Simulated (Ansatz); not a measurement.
The starting structures come from a database of crystals and need not be the phases stable at ambient conditions.

By PBEsol, the system below comes out a metal.

Without scattering a metal conducts by its projected Fermi surface.

Here is the system:

```
CELL_PARAMETERS angstrom
      3.09792     0.00000     0.00000
      0.00000     4.38112     0.00000
      1.54896     2.19056     1.54896
ATOMIC_POSITIONS crystal
  Hf 0.00000 0.00000 0.00000
```

Space group of this cell: Fm-3m, fcc (Cu type). The cell is strained (all lengths scaled by 0.98); by PBEsol its mean pressure is 2.9 GPa.

The current flows along the normal of the first two printed cell vectors, the (110) plane of the conventional cell. No spin-orbit coupling; the value is a mean over 0.1 eV about the Fermi level.

Task: Estimate the ballistic conductance per area that PBEsol (Ansatz, an electronic-structure program) returns for this system.

Result: 1.3 × 10¹⁵ S/m² for both spins.
